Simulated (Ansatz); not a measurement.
## CdTe: thickness series

Start from CdTe in the zinc blende structure (space group F-43m, No. 216; a = 6.558 Å). Axes: x, y, z lie along the cube axes.

Free-standing slabs (2 atom(s) a layer) normal to [110] with 15 Å of vacuum; in-plane cell held at bulk.

All numbers come from r2SCAN (Ansatz, an electronic-structure program), no spin-orbit coupling.

Candidates:
(a) 6 layers
(b) 7 layers
(c) 2 layers
(d) 1 layer

Base values:

* **Band gap**: 1.17 eV

Task: Order them by band gap, lowest first.

Result: (b) 7 layers (1.58 eV), (a) 6 layers (1.65 eV), (d) 1 layer (1.79 eV), (c) 2 layers (2.38 eV)

With Te present, leaving out spin-orbit coupling can change the band edges. Whether these cells are dynamically stable was not tested.
